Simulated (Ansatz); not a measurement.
Base system: ZnGeP2 in the chalcopyrite structure (space group I-42d, No. 122).

```
ZnGeP2
1.0
   -2.71210     2.71210     5.35473
    2.71210    -2.71210     5.35473
    2.71210     2.71210    -5.35473
Zn Ge P
2 2 4
Direct
  0.75000   0.25000   0.50000
  0.00000   0.00000   0.00000
  0.25000   0.75000   0.50000
  0.50000   0.50000   0.00000
  0.12667   0.12500   0.50167
  0.62333   0.62500   0.49833
  0.37500   0.87333   0.99833
  0.87500   0.37667   0.00167
```

All numbers come from plane-wave PAW DFT at the PBEsol level (Ansatz, a program for electronic structure, 420 eV), no SOC.

One change was made to it. Results:

The hole mass goes from 0.096 mₑ along c, 0.33 mₑ across (at Γ) to 0.16 mₑ along c, 0.25 mₑ across (at Γ); the c/a ratio remains 1.974; the volume per atom drops by 3.24 Å³ (19.69 Å³ → 16.45 Å³); the band gap decreases by 0.35 eV to 0.72 eV.

**Question.** Which change produced these results?
A) pressure −1 GPa
B) pressure 9 GPa
C) pressure 4.5 GPa
D) pressure 22.5 GPa
E) pressure 0.9 GPa

**Answer.** D, pressure 22.5 GPa. For comparison, the band gap in the other runs: pressure 0.9 GPa gives 1.05 eV; pressure 4.5 GPa gives 0.99 eV; pressure 9 GPa gives 0.92 eV; pressure −1 GPa gives 1.09 eV.

Load acts through the strain it causes; cell and atoms are relaxed under it. Effective masses come from finite differences of ±0.01 Å⁻¹. Whether these cells are dynamically stable was not tested. Competing high-pressure phases were not computed.
